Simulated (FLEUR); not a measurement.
A working FLEUR input for Ho₂CF₂ (P-3m1, 5 atoms in the cell) (DFT, PBEsol, all-electron FLAPW (FLEUR), scalar-relativistic valence):

```xml
# input of inpgen
Ho2CF2
&input film=f /
3.6319902273 -0.0000000527 0.0000000000
-1.8159950680 3.1453958295 0.0000000000
0.0000000000 0.0000000000 6.2698300000
1.8897261246
1.0 1.0 1.0

5
67 0.3333333333 0.6666666667 0.2133800000 : 4.00
67 0.6666666667 0.3333333333 0.7866200000 : 4.00
6 0.0000000000 -0.0000000000 0.0000000000 : 0.00
9 0.6666666667 0.3333333333 0.3873900000 : 0.00
9 0.3333333333 0.6666666667 0.6126100000 : 0.00

&comp jspins=2 /
&exco xctyp='PBEs' /
&kpt div1=4 div2=4 div3=2 gamma=t /
&end /
# inp.xml
<?xml version="1.0" encoding="UTF-8" standalone="no"?>
<fleurInput fleurInputVersion="0.39">
   <comment>
      Ho2CF2                                                                                              
   </comment>
   <calculationSetup>
      <cutoffs Kmax="4.6" Gmax="13.8" GmaxXC="13.8" numbands="0"/>
      <scfLoop itmax="100" minDistance="0.00001" maxIterBroyd="99" imix="Anderson" alpha="0.05" precondParam="0.0" spinf="2.0"/>
      <coreElectrons ctail="T" frcor="F" kcrel="0" coretail_lmax="0"/>
      <xcFunctional name="PBEs" relativisticCorrections="F"/>
      <magnetism jspins="2"/>
      <soc l_soc="F" theta="0.0" phi="0.0" spav="F"/>
      <expertModes spex="0" secvar="F"/>
      <geometryOptimization l_f="T" forcealpha="1.0" forcemix="BFGS" epsdisp="0.00001" epsforce="0.00001"/>
      <ldaU l_linMix="F" mixParam="0.05" spinf="1.0"/>
   </calculationSetup>
   <cell>
      <bzIntegration valenceElectrons="60.0" mode="gauss" fermiSmearingEnergy="0.00183747">
         <kPointListSelection listName="default-1"/>
         <!-- k-points included here -->
         <xi:include xmlns:xi="http://www.w3.org/2001/XInclude" href="kpts.xml"> </xi:include>
      </bzIntegration>
      <!-- symmetry operations included here -->
      <xi:include xmlns:xi="http://www.w3.org/2001/XInclude" href="sym.xml"> </xi:include>
      <bulkLattice scale="1.0">
         <bravaisMatrix>
            <row-1>    6.8634668168207025    -0.0000000995885668     0.0000000000000000</row-1>
            <row-2>   -3.4317333221443533     5.9439366712140371     0.0000000000000000</row-2>
            <row-3>    0.0000000000000000     0.0000000000000000    11.8482615478008171</row-3>
         </bravaisMatrix>
      </bulkLattice>
   </cell>
   <atomSpecies>
      <species name="Holmium (H4.000" element="Ho" atomicNumber="67">
         <mtSphere radius="2.66" gridPoints="919" logIncrement="0.014"/>
         <atomicCutoffs lmax="10" lnonsphr="8"/>
         <electronConfig flipSpins="F">
            <coreConfig>(1s1/2) (2s1/2) (2p1/2) (2p3/2) (3s1/2) (3p1/2) (3p3/2) (4s1/2) (3d3/2) (3d5/2) (4p1/2) (4p3/2) (4d3/2) (4d5/2)</coreConfig>
            <valenceConfig>(5s1/2) (5p1/2) (5p3/2) (6s1/2) (4f5/2) (4f7/2)</valenceConfig>
            <stateOccupation state="(4f5/2)" spinUp="3.0" spinDown="1.7142857142857"/>
            <stateOccupation state="(4f7/2)" spinUp="4.0" spinDown="2.2857142857143"/>
         </electronConfig>
         <energyParameters s="6" p="6" d="5" f="4"/>
         <lo type="SCLO" l="0" n="5" eDeriv="0"/>
         <lo type="SCLO" l="1" n="5" eDeriv="0"/>
      </species>
      <species name="Carbon (C)" element="C" atomicNumber="6">
         <mtSphere radius="1.72" gridPoints="595" logIncrement="0.018"/>
         <atomicCutoffs lmax="8" lnonsphr="6"/>
         <electronConfig flipSpins="F">
            <coreConfig>(1s1/2)</coreConfig>
            <valenceConfig>(2s1/2) (2p1/2) (2p3/2)</valenceConfig>
            <stateOccupation state="(2p1/2)" spinUp="0.3333333333" spinDown="0.3333333333"/>
            <stateOccupation state="(2p3/2)" spinUp="0.6666666667" spinDown="0.6666666667"/>
         </electronConfig>
         <energyParameters s="2" p="2" d="3" f="4"/>
      </species>
      <species name="Fluorine (F)" element="F" atomicNumber="9">
         <mtSphere radius="1.50" gridPoints="519" logIncrement="0.021"/>
         <atomicCutoffs lmax="6" lnonsphr="4"/>
         <electronConfig flipSpins="F">
            <coreConfig>(1s1/2)</coreConfig>
            <valenceConfig>(2s1/2) (2p1/2) (2p3/2)</valenceConfig>
            <stateOccupation state="(2p1/2)" spinUp="0.8333333333" spinDown="0.8333333333"/>
            <stateOccupation state="(2p3/2)" spinUp="1.666666667" spinDown="1.666666667"/>
         </electronConfig>
         <energyParameters s="2" p="2" d="3" f="4"/>
      </species>
   </atomSpecies>
   <atomGroups>
      <atomGroup species="Holmium (H4.000">
         <relPos label="                   1">1.000/3.000 -1.000/3.000 .2133800000</relPos>
         <relPos label="                   2">-1.000/3.000 1.000/3.000 -.2133800000</relPos>
         <force calculate="T" relaxXYZ="TTT"/>
      </atomGroup>
      <atomGroup species="Carbon (C)">
         <relPos label="                   3">.0000000000 .0000000000 .0000000000</relPos>
         <force calculate="T" relaxXYZ="TTT"/>
      </atomGroup>
      <atomGroup species="Fluorine (F)">
         <relPos label="                   4">-1.000/3.000 1.000/3.000 .3873900000</relPos>
         <relPos label="                   5">1.000/3.000 -1.000/3.000 -.3873900000</relPos>
         <force calculate="T" relaxXYZ="TTT"/>
      </atomGroup>
   </atomGroups>
   <output dos="F" band="F" slice="F">
      <checks vchk="F" cdinf="F"/>
      <bandDOS minEnergy="-.5*Htr" maxEnergy="0.5*Htr" sigma="0.015" storeEVData="T"/>
      <vacuumDOS vacdos="F" integ="F" star="F" nstars="0" locx1="0.0" locy1="0.0" locx2="0.0" locy2="0.0" nstm="0" tworkf="0.0"/>
      <unfoldingBand unfoldBand="F" supercellX="1" supercellY="1" supercellZ="1"/>
      <plotting iplot="0" polar="F">
         <plot TwoD="T" vec1="  1.0  0.0  0.0" vec2="  0.0  1.0  0.0" vec3="  0.0  0.0  1.0" zero="  0.0  0.0  0.0" file="plot"/>
      </plotting>
      <chargeDensitySlicing numkpt="0" minEigenval="0.0" maxEigenval="0.0" nnne="0" pallst="F"/>
      <specialOutput eonly="F"/>
      <magneticCircularDichroism mcd="F" energyLo="-10.0" energyUp="0.0"/>
   </output>
  <!-- We include the file relax.xml here to enable relaxations (see documentation) -->
  <xi:include xmlns:xi="http://www.w3.org/2001/XInclude" href="relax.xml"> <xi:fallback/> </xi:include>
</fleurInput>
```

The run converged in 45 iterations: total energy -693517.4043 eV; Fermi level (on the code's own zero) 9.91 eV; size of the cell's spin moment 8.00 μB; site moments (μB, in the program's spheres or projections) Ho 3.79, Ho 3.79, C 0.22, F 0.02, F 0.02. Each of these slips is then made, one at a time:

(1)
```diff
-         <energyParameters s="6" p="6" d="5" f="4"/>
+         <energyParameters s="6" p="7" d="5" f="4"/>
-         <energyParameters s="2" p="2" d="3" f="4"/>
+         <energyParameters s="2" p="3" d="3" f="4"/>
-         <energyParameters s="2" p="2" d="3" f="4"/>
+         <energyParameters s="2" p="3" d="3" f="4"/>
```

(2)
```diff
-      <bzIntegration valenceElectrons="60.0" mode="gauss" fermiSmearingEnergy="0.00183747">
+      <bzIntegration valenceElectrons="61.0" mode="gauss" fermiSmearingEnergy="0.00183747">
```

(3)
```diff
-      <scfLoop itmax="100" minDistance="0.00001" maxIterBroyd="99" imix="Anderson" alpha="0.05" precondParam="0.0" spinf="2.0"/>
+      <scfLoop itmax="100" minDistance="0.00001" maxIterBroyd="99" imix="Broyden1" alpha="0.05" precondParam="0.0" spinf="2.0"/>
```

Q: How does each altered input end?

A: 
(1) An energy parameter on the wrong branch. The run converged in 50 iterations without an error; against the sound input the total energy goes up by 21.8 meV/atom and the size of the net moment stays at 1.60 μB/atom.

(2) An unintended net charge. The program stopped before any SCF iteration.
```
Error message: E-field too big or No. of e- not correct
Error occurred in subroutine: efield
Error from PE:0/1
```

(3) An option that the input accepts and this version does not implement. The program stopped with an error.
```
Error message: Broyden 1/2 method not implemented
Error from PE:0/1
```

The starting cell comes from a database of computed structures (which also holds hypothetical and non-ambient phases and stackings), without a prior relaxation at this level. Spin-orbit coupling is off. The magnetic order is the one reached from the typed start; others were not searched systematically. With U or open f shells several self-consistent states can exist. The f electrons are in the valence without U or exact exchange, which can misplace them near the Fermi level. Spin-orbit terms, which matter for f shells, are left out. Values depend on the basis (sphere radii, cutoffs, local orbitals), which need not be converged.

Left out of this page: 4 runs of the series outside the window shown, repeating another row's setting, or not comparable.
